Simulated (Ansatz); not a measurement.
For Mg2Ge (model structure, from the CdI2 type, P-3m1, No. 164), PBE in Ansatz (plane waves, PAW) gives:

| Quantity | Result |
|---|---|
| lattice parameter a | 3.250 Å |
| c axis length | 6.921 Å |
| enthalpy of formation | -0.017 eV/atom |

Question: What does PBE-D3(BJ) (PAW; Ansatz, a quantum-chemistry and plane-wave program) give for the same quantities?

Answer: 
- lattice constant a: 3.169 Å (decreases by 2.5 %)
- lattice parameter c: 6.891 Å (shrinks by 0.4 %)
- formation enthalpy: -0.043 eV/atom (moves by -0.026 eV/atom)

Changes are worked out from the printed values.

Unless a cell is named, each level is at its own relaxed cell (PBE 21.11, PBE-D3(BJ) 19.98 Å³/atom).

Ansatz's density-functional and Hartree–Fock values are scalar-relativistic unless marked +SOC, with PAW data made under PBE.

A model structure was made by putting elements into a prototype or built by hand; it is no filed structure, need not be a known phase, and can be a saddle point held by its symmetry.
